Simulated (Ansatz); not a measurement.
**WC: stress against strain**

WC (WC type, P-6m2, 10.288 Å³/atom at rest, c along z) under a strain ε along a direction in the basal plane (axis x), the other axes held. PBEsol in Ansatz, a plane-wave DFT program (PAW, default set), 420 eV, 23×23×20 Γ-centred mesh, Fermi-Dirac smearing 0.10 eV; ions are relaxed within the symmetry of each cell. Stress is positive for a compressed cell.

Here s stands for strain and y for stress xx.

```csv
strain (%),stress xx (GPa)
-1.50,11.64
-1.00,7.62
-0.50,3.74
0.00,0.00
0.50,-3.61
1.00,-7.09
1.50,-10.45
3.00,?
```

### Question
Using a straight line, estimate the missing y at s = 3.00 from the other rows, showing the fit.

### Answer
Means: s 0, y 0.264. About the means, the sum of products is -51.520 and the sum of squares of s is 7.0000; the slope is their ratio. Least squares gives y = 0.264 - 7.3600·s. Residuals (row less fit): 0.336, -0.004, -0.204, -0.264, -0.194, 0.006, 0.326; standard error 0.271 (degrees of freedom: 5). The slope gives the elastic constant C11 = 736 ± 10 GPa. At the withheld row, y = 0.264 - 7.3600 × 3.0 = -21.816 GPa. The calculation gives -19.84 GPa, 1.976 GPa above the prediction (6.3 % of the range of y in the table). The row lies outside the fitted rows, so this is an extrapolation. From the scatter of the fitted rows alone, a prediction at this place has a standard error of 0.423 GPa, so the miss is 4.7 times that.

One order more, fitted to all 13 runs of the series, follows each within 0.05, so the miss is the next term of a smooth law. In a metal these values are sensitive to mesh and smearing; energies are taken to zero smearing, stresses follow the free energy. Rows are the converged runs of the series near zero and its far end; series whose fitted rows scatter by over a few per cent of the range, as at a crossing or softening among them, aren't shown in this form. Most that stay on the fit to the last digits aren't either.
